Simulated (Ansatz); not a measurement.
**GaP: strain along the normal**

GaP (zinc blende, F-43m, 19.589 Å³/atom at rest) under an equal strain ε in the (111) plane with the normal axis free, as in a coherent film. LDA in Ansatz, a plane-wave DFT program (PAW, default set), 420 eV, 11×11×11 Γ-centred mesh, Fermi-Dirac smearing 0.05 eV; ions are relaxed within the symmetry of each cell.

Here s stands for strain and y for normal strain.

| strain (%) | normal strain (%) |
|---|---|
| -2.50 | ? |
| -1.25 | 0.59 |
| -0.83 | 0.39 |
| -0.42 | 0.19 |
| 0.00 | 0.00 |
| 0.42 | -0.20 |
| 0.83 | -0.38 |
| 1.25 | -0.57 |

Fit y of the 7 rows that show it with a straight line. Means: s 0, y 0.003. About the means, the sum of products is -2.2529 and the sum of squares of s is 4.8556; the slope is their ratio. Least squares gives y = 0.003 - 0.4640·s. Residuals (row less fit): 0.007, 0.002, -0.008, -0.003, -0.008, 0.002, 0.007; standard error 0.007 (degrees of freedom: 5). The slope, -0.46 ± 0.00, is the elastic response of the normal axis.

**Question.** Predict the withheld y at s = -2.50 from the fit, and compare with the calculation.

**Answer.** y = 0.003 - 0.4640 × (-2.50) = 1.163%. The calculation gives 1.21%, 0.047% above the prediction (2.6 % of the range of y in the table). The row lies outside the fitted rows, so this is an extrapolation. From the scatter of the fitted rows alone, a prediction at this place has a standard error of 0.011%, so the miss is 4.3 times that.

One order more, fitted to all 13 runs of the series, follows each within 0.01, so the miss is the next term of a smooth law. Rows are the converged runs of the series near zero and its far end; series whose fitted rows scatter by over a few per cent of the range, as at a crossing or softening among them, aren't shown in this form. Most that stay on the fit to the last digits aren't either.
